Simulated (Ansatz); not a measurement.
# Ge under a change: uniaxial strain ε_zz = −1.00 %

The parent structure is Ge in the diamond structure (space group Fd-3m, No. 227; a = 5.622 Å). Axes: x, y, z lie along the cube axes.

It is then changed as follows: uniaxial strain ε_zz = −1.00 %, all other strain components held at zero, atoms relaxed at fixed cell.

All numbers come from LDA, PAW, 420 eV (Ansatz, a program for electronic structure; no SOC). Γ-centred 14×14×14 mesh, Fermi–Dirac width 0.05 eV.

The space group becomes I4_1/amd (No. 141) (base: Fd-3m (No. 227)) and the shortest interatomic distance drops by 0.015 bohr (4.600 bohr → 4.585 bohr). The energy increases by 0.8 meV/atom and the pressure (mean of the normal stresses, compression positive) goes from zero to 0.7 GPa. The band gap is still zero and the stress (xx, yy, zz, yz, xz, xy; compression positive) is (0.5, 0.5, 1.2, 0.0, 0.0, 0.0) GPa (rough).

Final structure:

```
CELL_PARAMETERS angstrom
      0.00000     2.81109     2.78298
      2.81109     0.00000     2.78298
      2.81109     2.81109     0.00000
ATOMIC_POSITIONS crystal
  Ge 0.00000 0.00000 0.00000
  Ge 0.25000 0.25000 0.25000
```

Without a gap, meshes like the base's 14×14×14 leave anisotropic stresses uncertain by several tenths of a GPa, and small strain energies with them. No phonon test of stability was made. Gaps under 0.05 eV, about the width of the smearing, are given as zero. The zero or small gap of Ge can change with the level of theory.
